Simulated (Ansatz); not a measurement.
Take WSi2 (space group I4/mmm, No. 139; a = 3.212 Å, c = 7.804 Å) as the base.

Level of theory: r2SCAN (Ansatz, a quantum-chemistry and plane-wave program, PAW, spin-orbit coupling left out).

For the base:

```
Item                Value
---------------  --------
Volume per atom  13.42 Å³
Band gap             zero
```

Now apply this change: hydrostatic tension (pressure −2 GPa).

Question: Estimate the effect on the volume per atom.

Answer: The volume per atom goes up by 0.118 Å³, from 13.42 Å³ to 13.53 Å³.

Question: What happens to the band gap?

Answer: The band gap remains zero.

Load acts through the strain it causes; cell and atoms are relaxed under it. Stability against distortions was not tested. All final runs are without spin polarisation.
